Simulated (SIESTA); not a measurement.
A self-consistent single point of MnS (Fm-3m, 2 atoms in the cell) with SIESTA.

Computed with GGA PBEsol, numerical atomic orbitals TZP, PseudoDojo PBEsol standard norm-conserving potentials (rewritten from UPF to PSML) (SIESTA).

```yaml
crystal:
  lattice:
    - [0.00000, 2.48025, 2.48025]
    - [2.48025, 0.00000, 2.48025]
    - [2.48025, 2.48025, 0.00000]
  atoms:
    - { symbol: S, position: [0.00000, 0.00000, 0.00000] }
    - { symbol: Mn, position: [0.50000, 0.50000, 0.50000], spin: 4.0 }
```
(The spins are starting values, not results.)

Reference input (self-consistent single point, DFT, GGA PBE, numerical atomic orbitals TZP, PseudoDojo PBE standard norm-conserving potentials (rewritten from UPF to PSML)): XC.functional = GGA; XC.authors = PBE; potentials = PseudoDojo PBE standard; PAO.BasisSize = TZP; PAO.EnergyShift = 0.005 Ry; MeshCutoff = 300 Ry; kgrid.MonkhorstPack = 9 9 9; OccupationFunction = MP; OccupationMPOrder = 0; ElectronicTemperature = 2320.9 K; Spin = polarized; DM.InitSpin = [1 +0.00, 2 +4.00]. This run's input differs from it in these lines:

```diff
@@ -1,2 +1,2 @@
-# files in the folder: S.psml Mn.psml (PseudoDojo PBE standard)
+# files in the folder: S.psml Mn.psml (PseudoDojo PBEsol standard)
 SystemName  MnS
@@ -23,3 +23,3 @@
 XC.functional                GGA
-XC.authors                   PBE
+XC.authors                   PBEsol
 PAO.BasisSize                TZP
```

The program printed (abridged):

```
        iscf     Eharris(eV)        E_KS(eV)     FreeEng(eV)     dDmax    Ef(eV) dHmax(eV)
   scf:    1    -3250.242239    -3257.544933    -3257.567298  0.743251 -2.437277 10.582667
     spin moment: {S} , |S| = {        0.0        0.0    4.14871 }     4.14871
   scf:    2    -3260.550571    -3259.186932    -3259.211271  0.110876 -2.883043  6.695490
     spin moment: {S} , |S| = {        0.0        0.0    4.18521 }     4.18521
   scf:    3    -3260.429440    -3260.229622    -3260.256535  0.168438 -3.615780  0.264017
     spin moment: {S} , |S| = {        0.0        0.0    4.12134 }     4.12134
   [... lines left out ...]
     spin moment: {S} , |S| = {        0.0        0.0    4.20918 }     4.20918
   scf:   12    -3260.235784    -3260.235786    -3260.263294  0.000046 -3.588206  0.000086
     spin moment: {S} , |S| = {        0.0        0.0    4.20906 }     4.20906
   scf:   13    -3260.235786    -3260.235786    -3260.263294  0.000011 -3.588175  0.000068
     spin moment: {S} , |S| = {        0.0        0.0    4.20910 }     4.20910
   scf:   14    -3260.235786    -3260.235786    -3260.263294  0.000003 -3.588169  0.000059
     spin moment: {S} , |S| = {        0.0        0.0    4.20910 }     4.20910
SCF Convergence by DM+H criterion
max |DM_out - DM_in|         :     0.0000029487
max |H_out - H_in|      (eV) :     0.0000587952
SCF cycle converged after 14 iterations

Using DM_out to compute the final energy and forces

siesta: E_KS(eV) =            -3260.2358

siesta: E_KS - E_eggbox =     -3260.2358

siesta: Atomic forces (eV/Ang):
     1   -0.000000    0.000000    0.000000
     2    0.000000    0.000000   -0.000000
   Tot    0.000000    0.000000   -0.000000
   Max    0.000000
   Res    0.000000    sqrt( Sum f_i^2 / 3N )
   Max    0.000000    constrained

Stress tensor Voigt[x,y,z,yz,xz,xy] (kbar):        2.15        2.15        2.15       -0.22       -0.22       -0.22
(Free)E + p*V (eV/cell)    -3260.3042
Target enthalpy (eV/cell)    -3260.2633

siesta: Program's energy decomposition (eV):
siesta: FreeEng =     -3260.263294

   [... lines left out ...]
siesta: Cell volume =         30.515211 Ang**3
siesta:          -2.14850810         -2.14850810  kBar
   [... lines left out ...]
              0.134   0.134   0.195   0.195   0.155   0.195   0.155  -0.029

             -0.029  -0.041  -0.029  -0.041  -0.029  -0.029   0.041  -0.029

              0.041

mulliken: Qtot =        8.395

Mulliken Atomic Populations:
Atom #   charge [q] valence [e]      Sz [e]  Species
     1    -0.274157    6.274157    0.069199  S
     2     0.274157   14.725843    4.139904  Mn
 Total    -0.000000                4.209103
```

The run converged in 14 iterations. Against the reference run the pressure goes from 6.44 to -0.21 GPa and the size of the net moment goes from 2.15 to 2.10 μB/atom.

The starting cell was generated: these elements placed on a structure prototype, without a prior relaxation; it need not be a known phase or ordering of this composition. Its lattice was rescaled by a random factor within 2.5 % of one. With one magnetic atom in the cell only a parallel order is possible. Values carry the incompleteness of an atom-centred basis.

Cost on one core of a shared machine: roughly 50 s.
